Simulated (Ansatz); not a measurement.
The parent structure is CdS in the wurtzite structure (space group P6_3mc, No. 186).

```
CELL_PARAMETERS angstrom
      4.16433     0.00000     0.00000
     -2.08216     3.60641     0.00000
      0.00000     0.00000     6.76883
ATOMIC_POSITIONS crystal
  Cd 0.66667 0.33333 0.00098
  Cd 0.33333 0.66667 0.50098
  S  0.66667 0.33333 0.62422
  S  0.33333 0.66667 0.12422
```

Cartesian axes are those of the cell as printed.

Method: r2SCAN/PAW in Ansatz (a program for electronic structure), no spin-orbit coupling, earlier PAW set.

For the base:

The electron mass is 0.15 mₑ along c, 0.16 mₑ across (at Γ).

The change: uniaxial strain ε_xx = −1.52 %, all other strain components held at zero; the atoms relax in the strained cell.

Problem. How does this affect the energy relative to the base and electron mass?

Solution. The energy increases by 1.6 meV/atom; the electron mass becomes 0.15 mₑ along z, 0.16 mₑ across (at Γ) (base: 0.15 mₑ along c, 0.16 mₑ across (at Γ)).

The levels and masses belong to the bands next to the band gap. Masses are band curvatures over ±0.01 Å⁻¹ around the edge. No phonon test of stability was made.
